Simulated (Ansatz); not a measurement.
Take Au in the fcc (Cu type) structure (space group Fm-3m, No. 225; a = 4.157 Å) as the base.

(Cell as relaxed with PBE.)

Levels (all Ansatz, a quantum-chemistry and plane-wave program, PAW): PBE (420 eV, no spin-orbit coupling); r2SCAN (500 eV, no spin-orbit coupling).

Each level relaxes its own structure.

```csv
quantity,PBE,r2SCAN
volume per atom,17.96 Å³,…
lattice parameter a,415.7 pm,…
band gap,zero,…
```

### Question
Predict the r2SCAN column.

### Answer

- volume per atom, r2SCAN: 17.54 Å³
- lattice parameter a, r2SCAN: 412.4 pm
- band gap, r2SCAN: zero

PBE's volume per atom lies 0.426 Å³ above r2SCAN's (2.4 %); PBE's lattice parameter a lies 3.3 pm above r2SCAN's (0.8 %); the two agree on the band gap. Neither level is exact; r2SCAN is the comparison here, not a measurement.

No phonon test of stability was made.
